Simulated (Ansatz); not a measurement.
What pressure 4.5 GPa does to InSe

Base system: InSe in the beta-GaS type structure (space group P6_3/mmc, No. 194; a = 4.0162 Å, c = 16.9265 Å; layered, stacked along the Cartesian z axis).

Modification: cell and atoms relaxed at a pressure of 4.5 GPa.

All numbers come from Ansatz (an electronic-structure program), r2SCAN+rVV10, PAW, cutoff 500 eV, scalar-relativistic without spin-orbit coupling, earlier PAW set. Γ-centred 10×10×2 mesh, Fermi–Dirac width 0.05 eV.

```tsv
quantity	base	changed	shift
volume per atom	29.56 Å³	26.48 Å³	-3.073 Å³
c/a ratio	4.215	4.134	-0.081
shortest interatomic distance	2.643 Å	2.599 Å	-0.044 Å
enthalpy H = E + PV relative to the base's energy	–	+0.78 eV/atom	–
band gap	0.85 eV	1.12 eV	+0.264 eV
gap character	direct at Γ	direct at Γ	–
width of the top valence band	1.76 eV	1.98 eV	+0.22 eV
electron mass	0.085 mₑ along c, 0.14 mₑ across (at Γ)	0.082 mₑ along c, 0.14 mₑ across (at Γ)	–
valley order (the lowest conduction-band minima on the path, energy above the VBM, named in the base's zone)	Γ 0.85 eV; M (1/2, 0, 0) 1.50 eV; K (1/3, 1/3, 0) 1.74 eV	Γ 1.12 eV; M (1/2, 0, 0) 1.27 eV; K (1/3, 1/3, 0) 1.29 eV	–
```

Cost of the whole job for the changed cell (relaxation, final SCF and bands): around 5 core-minutes (rough).

Load acts through the strain it causes; cell and atoms are relaxed under it. Masses are band curvatures over ±0.01 Å⁻¹ around the edge. No phonon test of stability was made.
